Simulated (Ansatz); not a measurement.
The starting structures come from a database of crystals and need not be the phases stable at ambient conditions.

Inside the gap of an insulator the Bloch states are evanescent, with a wavenumber k + iκ along the transport direction.

```yaml
crystal:
  lattice:
    - [5.33539, 0.00000, 0.00000]
    - [0.00000, 7.24236, 0.00000]
    - [2.66769, 0.00000, 4.62058]
  atoms:
    - { symbol: Mg, position: [0.00000, 0.53958, 0.33108] }
    - { symbol: Mg, position: [0.66892, 0.53958, 0.00000] }
    - { symbol: Mg, position: [0.33108, 0.53958, 0.66892] }
    - { symbol: Si, position: [0.33333, 0.92541, 0.33333] }
    - { symbol: Si, position: [0.66667, 0.92541, 0.66667] }
    - { symbol: H, position: [0.00000, 0.82867, 0.00000] }
    - { symbol: H, position: [0.64992, 0.27224, 0.35008] }
    - { symbol: H, position: [0.00000, 0.27224, 0.64992] }
    - { symbol: H, position: [0.35008, 0.27224, 0.00000] }
    - { symbol: O, position: [0.00000, 0.69547, 0.00000] }
    - { symbol: O, position: [0.33333, 0.70420, 0.33333] }
    - { symbol: O, position: [0.66667, 0.70420, 0.66667] }
    - { symbol: O, position: [0.00000, 0.01086, 0.51423] }
    - { symbol: O, position: [0.48577, 0.01086, 0.00000] }
    - { symbol: O, position: [0.51423, 0.01086, 0.48577] }
    - { symbol: O, position: [0.00000, 0.40557, 0.66495] }
    - { symbol: O, position: [0.33505, 0.40557, 0.00000] }
    - { symbol: O, position: [0.66495, 0.40557, 0.33505] }
```

Space group of this cell: P31m. The cell was relaxed by PBE-D3(BJ); by PBEsol its mean pressure is -0.6 GPa.

Transport runs along the normal of the first two printed cell vectors, the (100) plane of the conventional cell.

No gap correction and no spin-orbit coupling; mid-gap values are interpolated between computed energies.

Give the band gap and the smallest decay constant κ at mid-gap that PBEsol (Ansatz, a quantum-chemistry and plane-wave program) yields.

Gap 4.22 eV on a 8×4×8 mesh; κ = 0.368 1/Å, at the zone centre.
